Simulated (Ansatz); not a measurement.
## A computed series for CdTe: pressure series

Base system: CdTe in the zinc blende structure (space group F-43m, No. 216; a = 6.4892 Å).

Cell and atoms are relaxed at each pressure.

Levels (all Ansatz, a quantum-chemistry and plane-wave program, PAW): PBEsol (420 eV, no spin-orbit coupling); r2SCAN (500 eV, spin-orbit coupling left out); HSE06 (420 eV, spin-orbit coupling left out).

| pressure (GPa) | band gap, PBEsol (eV) | band gap, r2SCAN (eV) | band gap, HSE06 (eV) |
|---|---|---|---|
| -2 | 0.49 | 1.09 | 1.43 |
| -1 | 0.57 | 1.18 | 1.53 |
| 0 | 0.65 | 1.27 | 1.62 |
| 0.3 | 0.67 | 1.29 | 1.65 |
| 0.7 | 0.70 | 1.32 | 1.68 |
| 1.5 | 0.75 | 1.38 | 1.74 |
| 3 | ? | ? | ? |
| 5 | 0.94 | 1.58 | 1.95 |
| 10 | 1.14 | 1.80 | 2.18 |

Task: Fit E_g = E₀ + αP + βP² to the rows shown and predict the withheld row.

Result: Least squares on the printed values gives 

- PBEsol: E₀ = 0.65 eV, α = 71.4 meV/GPa, β = -2.2 meV/GPa² (largest residual 0.01 eV); this predicts 0.84 eV, and the run gives 0.83 eV, in agreement
- r2SCAN: E₀ = 1.26 eV, α = 78.1 meV/GPa, β = -2.5 meV/GPa² (largest residual 0.01 eV); this predicts 1.48 eV, and the run gives 1.47 eV, in agreement
- HSE06: E₀ = 1.62 eV, α = 83.2 meV/GPa, β = -2.7 meV/GPa² (largest residual 0.01 eV); this predicts 1.84 eV, and the run gives 1.84 eV, in agreement.

Single points use the geometry relaxed with PBEsol. With Te present, leaving out spin-orbit coupling can change the band edges. Load acts through the strain it causes; cell and atoms are relaxed under it. Stability against distortions was not tested. Measured, CdTe leaves this structure (for cinnabar) near 3.53 GPa (temperature not stated; as listed in Datta, Sujoy, Jana, Debnarayan, arXiv (2020)), on rising pressure, with hysteresis.
